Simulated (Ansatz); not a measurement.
Cell and atoms of amorphous Hf18O30N4:

```xyz
52
Lattice="8.8212 0.3056 -0.0289 0.3056 8.6727 0.0959 -0.0289 0.0959 8.5321" Properties=species:S:1:pos:R:3 pbc="T T T"
Hf     2.1554     2.8658     1.7839
Hf     8.5877     5.4586     3.9219
Hf     5.6636     3.2271     3.0211
Hf     4.8420     8.4421     6.2875
Hf     7.4855     2.8094     5.7925
Hf     4.6832     3.0203     8.3526
Hf     3.7013     8.4027     1.5168
Hf     3.2032     2.3920     4.9578
Hf     5.7428     5.4447     5.6207
Hf     6.1248     6.2279     1.0536
Hf     3.0983     5.5652     3.9096
Hf     8.0287     7.2467     6.8896
Hf     6.8930     8.4949     3.5531
Hf     1.1920     8.6631     4.0292
Hf     1.5743     0.8106     7.3926
Hf     8.0346     1.5089     0.8208
Hf     0.4537     4.3092     7.8765
Hf     3.1731     5.8753     7.7538
O      0.4712     6.8957     4.8874
O      8.8957     3.3251     0.9804
O      3.3490     8.1238     7.9836
O      5.5685     8.0016     2.0979
O      6.1134     7.7634     7.8872
O      6.6727     2.3453     7.7567
O      3.9870     6.2876     1.0605
O      2.2487     0.4117     5.5319
O      4.7743     0.9591     4.4270
O      3.6012     3.5328     3.2327
O      2.7349     7.5826     3.1595
O      7.8363     5.9651     8.5494
O      5.5269     3.3101     5.2694
O      5.8025     4.1825     1.2986
O      7.4090     6.4793     2.7324
O      8.8760     8.9709     7.7810
O      7.5771     3.6932     3.7763
O      8.7436     8.7605     2.4304
O      1.5204     0.9418     0.9267
O      2.7351     4.3384     5.5114
O      1.4416     4.8033     2.9189
O      3.7853     1.8031     6.9034
O      7.9051     1.0690     4.8295
O      3.9122     6.6654     5.7934
O      5.0981     5.4124     3.6953
O      6.5882     1.6448     2.2154
O      0.5952     2.5142     6.7649
O      1.2038     6.1658     7.3804
O      1.6413     1.9054     3.6233
O      5.0335     4.9765     7.4803
N      2.5501     4.0302     8.5393
N      7.8579     5.0055     6.0592
N      3.9655     1.8014     1.3289
N      6.5066     7.4423     5.3682
```

Level of theory: PBE, scalar-relativistic without spin-orbit coupling (plane waves to 420 eV, PAW; Ansatz, a program for electronic structure).

The cell was made by melting and quenching with the CHGNet potential and then relaxed with DFT. O and N atoms were pushed apart under 1.9 Å during the dynamics, to hinder bonds among them. The hot cell started wider than the set density and was brought back towards it in steps. It is the lowest in DFT energy of 4 quenches. It is a model cell: composition and starting density were chosen by hand, and all elements were melted together. No dispersion term was used. Its density started from a set value of 9.19 and ended at 9.55 g/cm³. Cooling (nominally 300 K/ps over its main leg) ran many orders faster than in experiment, which tends to leave more defects and strain. Values belong to this one cell and scatter from quench to quench. Volume and shape were free in the relaxation.

Neighbours within Hf-Hf 3.34 Å, Hf-O 2.60 Å, Hf-N 2.71 Å, O-O 1.58 Å, O-N 1.64 Å, N-N 1.70 Å count as bonded. Two cations that share two anions don't count as bonded, nor two that share one unless they lie closer than Hf-Hf 3.25 Å.

### Question
Give the coordination numbers, mean bond lengths and angles.

### Answer

```yaml
Mean coordination of Hf by anions: 6.22 (1 with 5, 12 with 6, 5 with 7)
Mean coordination of O: 3.20 (1 with 2, 22 with 3, 7 with 4)
Mean coordination of N: 4.00 (1 with 3, 2 with 4, 1 with 5)
Mean Hf-O bond: 2.149 Å (spread 0.112 Å, 96 counted)
Mean Hf-N bond: 2.199 Å (spread 0.099 Å, 16 counted)
Bond angle at Hf: mean 102.8°, spread 29.1°
Bond angle at O: mean 113.0°, spread 16.5°
Bond angle at N: mean 109.3°, spread 22.2°
```

### Question
List the pairs of like atoms that count as bonded by the rules above.

### Answer
There are none by these rules.
